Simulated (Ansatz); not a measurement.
Take SiC in the zinc blende structure (space group F-43m, No. 216; a = 4.380 Å) as the base.

Level of theory: PBE in Ansatz (plane waves to 420 eV, PAW, scalar-relativistic without spin-orbit coupling).

Base values:

The volume per atom is 10.50 Å³ and the electron mass is 0.68 mₑ along k, 0.23 mₑ across (at X).

One thing is altered: a hydrostatic pressure of 0.9 GPa.

Problem. How does this affect the volume per atom and electron mass?

Solution. The volume per atom falls by 0.04 Å³ to 10.46 Å³; the electron mass stays 0.68 mₑ along k, 0.23 mₑ across (at X).

The levels and masses belong to the bands next to the band gap. Load acts through the strain it causes; cell and atoms are relaxed under it. Masses are band curvatures over ±0.01 Å⁻¹ around the edge. Along k means along the line from Γ to the band edge. No phonon test of stability was made.

Ansatz is an electronic-structure program.
